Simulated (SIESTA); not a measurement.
## Short convergence ladders for Na (Im-3m, 1 atom in the cell)

```
Na
1.0
   -2.14065     2.14065     2.14065
    2.14065    -2.14065     2.14065
    2.14065     2.14065    -2.14065
Na
1
Direct
  0.00000   0.00000   0.00000
```

Base method: GGA PBE, numerical atomic orbitals TZP, PseudoDojo PBE standard norm-conserving potentials (rewritten from UPF to PSML) run with SIESTA.

Base settings: XC.functional = GGA; XC.authors = PBE; potentials = PseudoDojo PBE standard; PAO.BasisSize = TZP; PAO.EnergyShift = 0.01 Ry; MeshCutoff = 300 Ry; kgrid.MonkhorstPack = 11 11 11; OccupationFunction = FD; ElectronicTemperature = 100 meV; MaxSCFIterations = 150.

**The width of Fermi-Dirac smearing**

In this ladder: kgrid.MonkhorstPack = 18 18 18.

Narrow widths need finer meshes than wide ones, so the last steps can hold mesh noise.

Only quantities that move along the ladder and can be compared are tabulated; pressure and forces are left out, as mesh noise rules them at narrow widths.

| ElectronicTemperature | free energy less the last step's (meV/atom) |
|---|---|
| 1000 meV | -733.14 |
| 500 meV | -193.48 |
| 300 meV | -69.24 |
| 200 meV | -29.61 |
| 100 meV | -5.82 |
| 50 meV | 0.00 |

Widest ElectronicTemperature that holds the free energy within 5 meV/atom: not settled: the last two steps still differ by 5.8 meV/atom, over half the tolerance, so the ladder does not show it.

**The width of Methfessel-Paxton smearing**

In this ladder: kgrid.MonkhorstPack = 18 18 18; OccupationFunction = MP; OccupationMPOrder = 1.

Narrow widths need finer meshes than wide ones, so the last steps can hold mesh noise.

Only quantities that move along the ladder and can be compared are tabulated; pressure and forces are left out, as mesh noise rules them at narrow widths.

```tsv
ElectronicTemperature	free energy less the last step's (meV/atom)
1000 meV	-0.54
500 meV	0.42
300 meV	0.20
200 meV	0.04
100 meV	0.02
50 meV	0.00
```

Widest ElectronicTemperature that holds the free energy within 0.5 meV/atom of the last step, with all finer ones: 500 meV; the step before is off by 0.54 meV/atom.

On the base run: the starting cell has typed, rounded lattice constants, without a prior relaxation at this level. Its lattice was rescaled by up to half a per cent. Values carry the incompleteness of an atom-centred basis.

Left out of this page: 4 runs of the series outside the window shown, repeating another row's setting, or not comparable.
